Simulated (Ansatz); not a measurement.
The reference is Si in the diamond structure (space group Fd-3m, No. 227).

```
Si
1.0
    0.00000     2.72203     2.72203
    2.72203     0.00000     2.72203
    2.72203     2.72203     0.00000
Si
2
Direct
  0.50000   0.50000   0.50000
  0.75000   0.75000   0.75000
```

Cartesian axes are those of the cell as printed.

All numbers come from r2SCAN (Ansatz, a quantum-chemistry and plane-wave program, PAW, no SOC), earlier PAW set.

Strains are applied to the cell and any free atomic positions relax; under biaxial strain the out-of-plane vector relaxes too.

One change was made to it. Results:

The shortest interatomic distance decreases by 0.023 Å (2.357 Å → 2.334 Å); the valence-band top at Γ (three highest levels, from the VBM) goes from 0.00, 0.00, 0.00 eV to 0.00, -0.10, -0.35 eV.

Problem. Which change produced these results?
A. biaxial strain +2.84 %, plane normal [111], relaxed out of plane
B. biaxial strain −1.51 %, plane normal [001], relaxed out of plane
C. strain tensor (xx, yy, zz, yz, xz, xy) = (+0.24, −0.67, +0.26, +0.71, +1.31, +0.44) %
D. strain tensor (xx, yy, zz, yz, xz, xy) = (−2.08, +0.63, −0.09, −1.26, +0.77, −0.52) %

Solution. D, strain tensor (xx, yy, zz, yz, xz, xy) = (−2.08, +0.63, −0.09, −1.26, +0.77, −0.52) %. For comparison, the valence-band top at Γ in the other runs: strain tensor (xx, yy, zz, yz, xz, xy) = (+0.24, −0.67, +0.26, +0.71, +1.31, +0.44) % gives 0.00, -0.04, -0.28 eV; biaxial strain −1.51 %, plane normal [001], relaxed out of plane gives 0.00, 0.00, -0.21 eV; biaxial strain +2.84 %, plane normal [111], relaxed out of plane gives 0.00, -0.29, -0.29 eV.

The levels and masses belong to the bands next to the band gap. No phonon test of stability was made.
